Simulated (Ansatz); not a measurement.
## Carrier properties of CaO (Fm-3m)

Input:

```xyz
2
Lattice="0.0000 2.3836 2.3836 2.3836 0.0000 2.3836 2.3836 2.3836 0.0000" Properties=species:S:1:pos:R:3 pbc="T T T"
Ca     0.0000     0.0000     0.0000
O      2.3836     2.3836     2.3836
```

Computed with PBE, rigid bands (plane waves, PAW, scalar-relativistic; Ansatz, an electronic-structure program). Geometry: cell and atoms relaxed with PBEsol.

- band gap = 3.65 eV
- electron conductivity mass (300 K, dilute) = 0.57 mₑ
- hole conductivity mass (300 K, dilute) = 1.37 mₑ
- effective density of states N_c (300 K) = 4.0e19 cm⁻³
- effective density of states N_v (300 K) = 1.5e20 cm⁻³
- density-of-states mass, electrons = 1.37 mₑ
- density-of-states mass, holes = 3.3 mₑ
- Seebeck coefficient, n-type 1e19 cm⁻³, 300 K = -334 μV/K
- best n-type power factor at 300 K for τ = 10 fs (best axis; densities from 1e16 to 1e21 cm⁻³ tried, whether or not they can be reached) = 11.3 μW/(cm·K²) at 1e20 cm⁻³
- Seebeck coefficient, p-type 1e19 cm⁻³, 300 K = 451 μV/K

Rigid bands; masses and Seebeck coefficients take one relaxation time τ for all states and one kind of carrier; polarons and phonon drag are left out. Spin-orbit coupling is left out; where it splits the top of the valence band, N_v and the p-type Seebeck coefficient come out somewhat high without it. Geometry: cell and atoms relaxed with PBEsol.
